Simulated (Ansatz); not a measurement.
Take SiC in the zinc blende structure (space group F-43m, No. 216; a = 4.357 Å) as the base. Axes: x, y, z lie along the cube axes.

All numbers come from DFT with PBEsol, PAW potentials and a 420 eV plane-wave cutoff in Ansatz (a program for electronic structure), scalar-relativistic without spin-orbit coupling.

Before the change:

* **Band gap**: 1.24 eV
* **Electron mass**: 0.62 mₑ along k, 0.22 mₑ across (at X)

It is then changed as follows: biaxial strain +2.00 %, plane normal [001], relaxed out of plane (Cartesian); in-plane vectors clamped, the third vector and the atoms free.

**Question.** What happens to the band gap, ratio −ε⊥/ε∥ and electron mass?

**Answer.** The band gap drops by 0.32 eV (1.24 eV → 0.92 eV); the ratio −ε⊥/ε∥ is 0.73; the electron mass goes from 0.62 mₑ along k, 0.22 mₑ across (at X) to 0.64 mₑ along k, 0.23 mₑ across (at X).

Effective masses come from finite differences of ±0.01 Å⁻¹. Along k means along the line from Γ to the band edge. Stability against distortions was not tested.
